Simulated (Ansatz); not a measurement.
## A computed series for Si3N4: pressure series

Base system: Si3N4 (space group Fd-3m, No. 227; a = 7.789 Å).

Cell and atoms are relaxed at each pressure.

Calculations: DFT with PBE, PAW potentials and a 420 eV plane-wave cutoff in Ansatz (an electronic-structure program), no spin-orbit coupling.

| P (GPa) | V (Å³/atom) |
|---|---|
| -2.00 | 8.498 |
| -1.00 | 8.468 |
| 0.69 | 8.419 |
| 1.48 | 8.397 |
| 3.00 | 8.355 |
| 5.00 | 8.301 |
| 7.50 | 8.237 |
| 10.00 | 8.174 |

A third-order Birch–Murnaghan fit to these points gives V₀ = 8.44 Å³/atom, B₀ = 293 GPa and B₀′ = 4.1. At pressure 10 GPa the volume is 96.9 % of V₀.

Load acts through the strain it causes; cell and atoms are relaxed under it. Stability against distortions was not tested. Competing high-pressure phases were not computed.
